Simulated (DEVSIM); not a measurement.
Structure: TaN/SiO2/p-Si capacitor, at 250 K.

```
layer (left to right)  material  thickness (nm)  Na (cm⁻³)
---------------------  --------  --------------  ---------
1                          SiO2            4.20          -
2                            Si             390     2.2e18
```

Metal gate on the left, work function 4.4 eV. Fixed charge at the semiconductor interface 2.7e11 cm⁻² (in units of +e); no interface traps.

This is a model device: material constants are rounded textbook-type values typed into the input, and sizes, dopings and lifetimes were drawn at random. Values at 300 K; Nc and Nv go as T^1.5, mobilities as T to minus their exponent, the gap by Varshni's rule with the affinity fixed.

| parameter | SiO2 | Si |
|---|---|---|
| gap (eV) | 9 | 1.124 |
| affinity (eV) | 0.9 | 4.05 |
| permittivity | 3.9 | 11.7 |
| Nc (cm⁻³) | - | 2.86e19 |
| Nv (cm⁻³) | - | 3.1e19 |
| Varshni α (eV/K) | - | 0.000473 |
| Varshni β (K) | - | 636 |

Simulated with DEVSIM: 1D Poisson equation in equilibrium, Boltzmann statistics, complete ionisation; no quantum confinement or tunnelling. Metal contacts follow the ideal Schottky-Mott rule: no Fermi-level pinning, no interface dipoles.

Base results: flat-band voltage (V) -0.79; minimum of the low-frequency capacitance (μF/cm²) 0.296.

Question: What follows from this one change: fixed charge 2.7e+11 → -1.38e+12 cm^-2?

Answer: flat-band voltage -0.79 → -0.47 V; minimum of the low-frequency capacitance little changed (0.294 μF/cm²).

Question: What follows from this one change: interface trap density 0 → 1e+12 cm^-2 eV^-1?

Answer: flat-band voltage -0.79 → -0.89 V; minimum of the low-frequency capacitance 0.296 → 0.351 μF/cm².

Question: What follows from this one change: gate work function 4.4 → 4.1 eV?

Answer: flat-band voltage -0.79 → -1.09 V; minimum of the low-frequency capacitance little changed (0.293 μF/cm²).

Question: What follows from this one change: substrate doping 2.2e+18 → 4.4e+18 cm^-3?

Answer: flat-band voltage -0.79 → -0.80 V; minimum of the low-frequency capacitance 0.296 → 0.356 μF/cm².
